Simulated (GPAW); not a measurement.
A self-consistent single point of HgPt₃ (Cmmm, 4 atoms in the cell) with GPAW

Level of theory: LDA (Perdew-Wang 92), GPAW PAW datasets LDA (gpaw-data 1.0.1) (plane waves; GPAW).

Input:

```python
from ase import Atoms
from ase.units import GPa
from gpaw import GPAW, PW

atoms = Atoms(['Hg', 'Pt', 'Pt', 'Pt'],
              cell=[[2.983451, -4.066746, 0.000000],
                    [2.983451, 4.066746, 0.000000],
                    [0.000000, 0.000000, 2.974545]],
              scaled_positions=[[0.000000, 0.000000, 0.000000],
                                [0.500000, 0.500000, 0.000000],
                                [0.000000, 0.500000, 0.500000],
                                [0.500000, 0.000000, 0.500000]],
              pbc=True)

calc = GPAW(mode=PW(550),
            xc='LDA',
            kpts={'size': (6, 6, 9), 'gamma': True},
            occupations={'name': 'methfessel-paxton', 'width': 0.2, 'order': 0},
            nbands=-12,
            convergence={'density': 1e-05, 'energy': 1e-05},
            symmetry={'symmorphic': False, 'tolerance': 0.0005},
            maxiter=120,
            txt='-')

atoms.calc = calc

energy = atoms.get_potential_energy()
print('Energy (eV):', round(energy, 6))
forces = atoms.get_forces()
print('Forces (eV/Ang):')
print(forces.round(5))
stress = atoms.get_stress()
print('Stress (GPa, Voigt):', (stress / GPa).round(4))
```

Log, with long lists cut:

```
Input parameters:
  convergence: {density: 1e-05,
                energy: 1e-05}
  kpts: {gamma: True,
         size: (6, 6, 9)}
  maxiter: 120
  mode: {ecut: 550.0,
         name: pw}
  nbands: -12
  occupations: {name: methfessel-paxton,
                order: 0,
                width: 0.2}
  symmetry: {symmorphic: False,
             tolerance: 0.0005}

species:
  Hg:
    name: Mercury
    Z: 80.0
    valence: 18
    core: 62
    charge: 0.0
    file: Hg.LDA.gz

    # Using partial waves for Hg as LCAO basis

  Pt:
    name: Platinum
    Z: 78.0
    valence: 16
    core: 62
    charge: 0.0
    file: Pt.LDA.gz

    # Using partial waves for Pt as LCAO basis

Reference energy: -2033155.207686  # eV

Spin-paired calculation

Convergence criteria:
 Maximum [total energy] change in last 3 cyles: 1e-05 eV / valence electron
 Maximum integral of absolute [dens]ity change: 1e-05 electrons / valence electron
 Maximum integral of absolute [eigenst]ate change: 4e-08 eV^2 / valence electron
 Maximum number of scf [iter]ations: 120

Symmetries present (total): 8
Symmetries with fractional translations: 0
324 k-points: 6 x 6 x 9 Monkhorst-Pack grid + [1/12,1/12,0.000000]
65 k-points in the irreducible part of the Brillouin zone
       k-points in crystal coordinates                weights
   0:     0.00000000    0.00000000    0.00000000          1/324
   1:     0.00000000    0.00000000    0.11111111          2/324
   2:     0.00000000    0.00000000    0.22222222          2/324
   [... 7 lines left out ...]
          ...
  64:     0.50000000    0.50000000    0.44444444          2/324

Wave functions: Plane wave expansion
  Cutoff energy: 550.000 eV
  Number of coefficients (min, max): 2102, 2132
  Pulay-stress correction: 0.000000 eV/Ang^3 (de/decut=0.000000)

Occupation numbers: Methfessel-Paxton:
  width: 0.2000  # eV
  order: 0

Eigensolver

Densities:
  Coarse grid: 28*28*18 grid
  Fine grid: 56*56*36 grid
  Total Charge: 0.000000

Density mixing:
  Method: separate
  Backend: pulay
  Linear mixing parameter: 0.05
  old densities: 5
  Damping of long wavelength oscillations: 50

Hamiltonian:
  XC and Coulomb potentials evaluated on a 56*56*36 grid
  External potential:
    NoExternalPotential

Number of atoms: 4
Number of atomic orbitals: 48
Number of bands in calculation: 45
Number of valence electrons: 66
Bands to converge: occupied

Density initialized from atomic densities
  45 bands from LCAO basis set

Atomic positions and initial magnetic moments

Positions:
   0 Hg     0.000000    0.000000    0.000000    ( 0.0000,  0.0000,  0.0000)
   1 Pt     2.983451    0.000000    0.000000    ( 0.0000,  0.0000,  0.0000)
   2 Pt     1.491726    2.033373    1.487272    ( 0.0000,  0.0000,  0.0000)
   3 Pt     1.491726   -2.033373    1.487272    ( 0.0000,  0.0000,  0.0000)

Unit cell:
           periodic     x           y           z      points  spacing
  1. axis:    yes    2.983451   -4.066746    0.000000    28     0.1718
  2. axis:    yes    2.983451    4.066746    0.000000    28     0.1718
  3. axis:    yes    0.000000    0.000000    2.974545    18     0.1653

  Lengths:   5.043749   5.043749   2.974545
  Angles:   90.000000  90.000000 107.470878

Effective grid spacing dv^(1/3) = 0.1723

     iter     time        total  log10-change:
                         energy   eigst   dens
iter:   1 --:--:--   -25.867312
iter:   2 --:--:--   -25.673867   -1.36  -1.44
iter:   3 --:--:--   -24.937342   -1.30  -1.47
iter:   4 --:--:--   -24.743408   -3.07  -1.84
iter:   5 --:--:--   -24.744465   -2.97  -2.02
iter:   6 --:--:--   -24.721547   -3.08  -2.15
iter:   7 --:--:--   -24.696291   -3.61  -2.29
iter:   8 --:--:--   -24.682091   -3.42  -2.50
iter:   9 --:--:--   -24.680818   -3.93  -2.76
iter:  10 --:--:--   -24.680376   -5.33  -3.11
iter:  11 --:--:--   -24.679513   -5.39  -3.17
iter:  12 --:--:--   -24.679285   -5.26  -3.38
iter:  13 --:--:--   -24.679385c  -6.02  -3.57
iter:  14 --:--:--   -24.679367c  -5.95  -3.79
iter:  15 --:--:--   -24.679322c  -6.68  -3.85
iter:  16 --:--:--   -24.679310c  -7.47c -4.08
iter:  17 --:--:--   -24.679284c  -6.54  -4.11
iter:  18 --:--:--   -24.679268c  -6.77  -4.24
iter:  19 --:--:--   -24.679264c  -7.47c -4.44
iter:  20 --:--:--   -24.679261c  -7.75c -4.50
iter:  21 --:--:--   -24.679260c  -8.18c -4.56
iter:  22 --:--:--   -24.679264c  -8.08c -4.68
iter:  23 --:--:--   -24.679266c  -9.42c -4.87
iter:  24 --:--:--   -24.679269c  -8.40c -4.91
iter:  25 --:--:--   -24.679270c  -9.41c -4.96
iter:  26 --:--:--   -24.679269c  -8.55c -4.98
iter:  27 --:--:--   -24.679272c  -8.73c -5.36c

Converged after 27 iterations.

Dipole moment: (-0.000000, 0.000000, -0.000000) |e|*Ang

Energy contributions relative to reference atoms: (reference = -2033155.207686)

Kinetic:        -40.192314
Potential:      +35.380732
External:        +0.000000
XC:             -15.805230
Entropy (-ST):   -0.082599
Local:           -4.021161
SIC:             +0.000000
--------------------------
Free energy:    -24.720572
Extrapolated:   -24.679272

Showing only first 2 kpts
 Kpt  Band  Eigenvalues  Occupancy
  0    31      8.51143    1.98512
  0    32      8.90856    0.70918
  0    33      8.96620    0.43509
  0    34      9.09712    0.08796

  1    31      8.23321    1.99999
  1    32      8.90905    0.70664
  1    33      9.85349    0.00000
  1    34      9.89321    0.00000

Fermi level: 8.85582

No gap
No difference between direct/indirect transitions
Energy (eV): -24.679272

Forces in eV/Ang:
  0 Hg    0.00000    0.00000    0.00000
  1 Pt    0.00000    0.00000    0.00000
  2 Pt    0.00000    0.00000    0.00000
  3 Pt    0.00000    0.00000    0.00000

Stress tensor:
     0.140642     0.000000     0.000000
     0.000000     0.147484     0.000000
     0.000000     0.000000     0.151148
Stress (GPa, Voigt): [22.5333 23.6295 24.2166  0.      0.      0.    ]
```

The run converged in 27 iterations. GPAW prints stress with tension positive.

The starting cell comes from a database of computed structures (which also holds hypothetical and non-ambient phases and stackings), without a prior relaxation at this level. Its lattice was rescaled by a random factor within 2.5 % of one. Spin-orbit coupling is off. Spin polarisation is off. With a pressure of about -23 GPa the cell is away from its equilibrium volume at this level.

Cost on one core of a shared machine: roughly 3 min.
